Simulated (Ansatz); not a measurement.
Consider interstitial Be in beta Ga2O3, charge state +2. The step: a concerted move, in which Be travels most; the atom moves 1.94 Å along (0.01, 0.50, -0.19) of the unit cell; the moving atom starts with neighbours O at 1.62, 2 O at 1.66, O at 1.79 Å and ends with O at 1.62, 2 O at 1.66, O at 1.79 Å. A PBE band in Ansatz (plane-wave PAW, the Γ point alone, 120 host sites, 62 SCF runs with any check of the saddle's order, static, no finite-size correction) gives a forward barrier of 0.75 eV. The saddle point's order was not checked. The charge state is imposed; whether it is stable for some Fermi level was not computed. Sites that were not tried may lie lower.

Single points at the band's start and saddle point can refine it. Rough cost of one point, in units of the band's mean SCF on the same machine:

```
Level                                             Cost of one point
------------------------------------------------  -----------------
PBE, a 2×2×2 k-point mesh shifted by half a step           about 10
r2SCAN at 500 eV, the Γ point alone                         about 3
```

Task: Which of these move the barrier by more than 0.1 eV, and how far does each move it?

Result: Not one does. PBE, a 2×2×2 k-point mesh shifted by half a step: +0.01 eV; r2SCAN at 500 eV, the Γ point alone: -0.01 eV. Each functional is compared with PBE at the same k-points.

Ansatz is a quantum-chemistry and plane-wave program.
